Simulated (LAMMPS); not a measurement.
LAMMPS 22 Jul 2025, classical MD, Vashishta (InP.vashishta): InP, 5832 atoms.

```yaml
task: MD, nve
potential: Vashishta, InP.vashishta
copies_of_the_repeat_unit: 9×9×9
shape (slab and sphere leave vacuum in the box): bulk
neighbor_skin: 2 Å
neigh_modify: every 1 delay 0 check yes
newton: on (default)
atom_modify sort (bins of 2 Å where set): 1000 (default)
comm_style: brick (default)
box: 52.8 × 52.8 × 52.8 Å
start: generated zinc blende lattice, warmed in an untimed run
```

All runs start from one configuration, warmed at this fixed volume for 1000 steps under a thermostat at 100 K. The run at the shortest step has a mean temperature of 100 K and a mean pressure of 0.2 GPa.

Each run covers about 2.0 ps at constant energy (mean temperature 100 K at the shortest step); σ is the standard deviation over the printed steps. Each setting ran once; only counts and results are compared.

Steps tried: 0.5 fs, 1 fs, 2 fs, 2.5 fs, 4 fs, 5 fs, 8 fs, 10 fs, 16 fs, 20 fs, 32 fs.

What is the longest step at which the total energy fluctuates by under 1 % of the kinetic energy's fluctuation?

2.5 fs. The run fails or blows up at 20 fs, 32 fs.

| time step | σ(E total)/σ(E kinetic) | last minus first total energy (meV/atom) | mean temperature (K) |
|---|---|---|---|
| 0.5 fs | 0.00020 | under 0.001 | 100 |
| 1 fs | 0.00079 | under 0.001 | 100.0 |
| 2 fs | 0.0032 | under 0.001 | 99.9 |
| 2.5 fs | 0.0050 | under 0.001 | 99.9 |
| 4 fs | 0.013 | +0.0021 | 99.6 |
| 5 fs | 0.020 | +0.0041 | 99.3 |
| 8 fs | 0.055 | +0.020 | 98.3 |
| 10 fs | 0.091 | +0.043 | 97.3 |
| 16 fs | 0.29 | +0.32 | 93.2 |
| 20 fs | stops: Lost atoms | — | — |
| 32 fs | stops: Lost atoms | — | — |

The bar is a choice.
